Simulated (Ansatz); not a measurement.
The structure below was relaxed with Ansatz (a program for electronic structure), PBE, PAW, cutoff 420 eV, no SOC, at pressure 5 GPa.

Space group Fm-3m (No. 225); a = b = c = 3.9810 Å, α = β = γ = 90.00°

| atom | site | symmetry | x | y | z |
|---|---|---|---|---|---|
| Li | 4a | m-3m | 0.0000 | 0.0000 | 0.0000 |
| F | 4b | m-3m | 0.5000 | 0.5000 | 0.5000 |

Task: Write out a cell with all atoms.

Result: 
```cif
data_F4Li4
_chemical_formula_sum 'Li4 F4'
_space_group_name_H-M_alt 'P 1'
_space_group_IT_number 1
_cell_length_a 3.98099
_cell_length_b 3.98099
_cell_length_c 3.98099
_cell_angle_alpha 90.000
_cell_angle_beta 90.000
_cell_angle_gamma 90.000
loop_
_space_group_symop_operation_xyz
  'x, y, z'
loop_
_atom_site_label
_atom_site_type_symbol
_atom_site_fract_x
_atom_site_fract_y
_atom_site_fract_z
_atom_site_occupancy
Li1 Li 0.00000 0.00000 0.00000 1
F1 F 0.50000 0.00000 0.00000 1
Li2 Li 0.00000 0.50000 0.50000 1
F2 F 0.50000 0.50000 0.50000 1
Li3 Li 0.50000 0.00000 0.50000 1
F3 F 0.00000 0.00000 0.50000 1
Li4 Li 0.50000 0.50000 0.00000 1
F4 F 0.00000 0.50000 0.00000 1
```
This is the conventional cell.

Load acts through the strain it causes; cell and atoms are relaxed under it. Stability against distortions was not tested. No other phases were tried under pressure. The cell was made from LiF in the rock salt structure (space group Fm-3m, No. 225) by this change: pressure 5 GPa.
